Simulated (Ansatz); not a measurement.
Consider ZnO in the wurtzite structure (space group P6_3mc, No. 186; a = 3.280 Å, c = 5.294 Å).

(Cell as relaxed with PBE.)

Levels (all Ansatz, a quantum-chemistry and plane-wave program, PAW, earlier PAW set): PBE (420 eV, no SOC); r2SCAN (500 eV, no spin-orbit coupling).

Each level relaxes its own structure.

```
base                      PBE    r2SCAN
-------------------  --------  --------
volume per atom      12.33 Å³  11.81 Å³
lattice parameter a   3.280 Å   3.235 Å
band gap              0.74 eV   1.23 eV
```

The change: electrons 5.0×10^21 cm⁻³, on a uniform background at fixed cell.

| quantity | PBE | r2SCAN |
|---|---|---|
| shift of the gap caused by the change | -0.13 eV | (withheld) |
| Fermi level relative to the doped band's edge (positive inside the band; to 0.05 eV) | +2.40 eV | (withheld) |
| gap between the host's bands | 0.61 eV | (withheld) |
| gap character | direct at Γ | (withheld) |

Problem. Predict the r2SCAN column.

Solution. 
- shift of the gap caused by the change, r2SCAN: -0.11 eV
- Fermi level relative to the doped band's edge (positive inside the band; to 0.05 eV), r2SCAN: +2.35 eV
- gap between the host's bands, r2SCAN: 1.13 eV
- gap character, r2SCAN: direct at Γ

PBE's shift of the gap caused by the change lies 0.026 eV below r2SCAN's; PBE's Fermi level from band edge lies 0.05 eV above r2SCAN's; PBE's gap between the host's bands lies 0.52 eV below r2SCAN's; the two agree on the gap character. Neither level is exact; r2SCAN is the comparison here, not a measurement.

Carriers are added with a uniform compensating background; total energy and stress of such cells depend on the potential's zero and are not compared; many-body gap narrowing is missing at this level. Whether these cells are dynamically stable was not tested.
